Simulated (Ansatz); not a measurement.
In a free linear chain of Ag atoms, spin-degenerate bands cross the Fermi level once between Γ and the zone edge.

Level of theory: PBE (plane waves to 420 eV, PAW; Ansatz, a program for electronic structure). Mesh 1×1×58. No spin polarisation, so a magnetic state wasn't tested. It repeats along c; a and b span vacuum. A hypothetical model. It keeps the symmetry and period of its start, so it need not be a minimum against all distortions. Pairing along the axis, which can open a gap, is among the distortions not tried. Values not marked SOC lack spin–orbit coupling.

Question: What are the conductance and the two-terminal resistance of a perfect, endless piece?

Answer: Each crossing on the half of the zone with k > 0 has a partner at −k, so it gives one mode in each direction. Counting spin there are 2 modes, each carrying e²/h = 38.74 μS. G = 2 × 38.74 = 77.5 μS and R = 1/G = 12.91 kΩ, whatever the length. Scattering by phonons, roughness and contacts can only raise R.
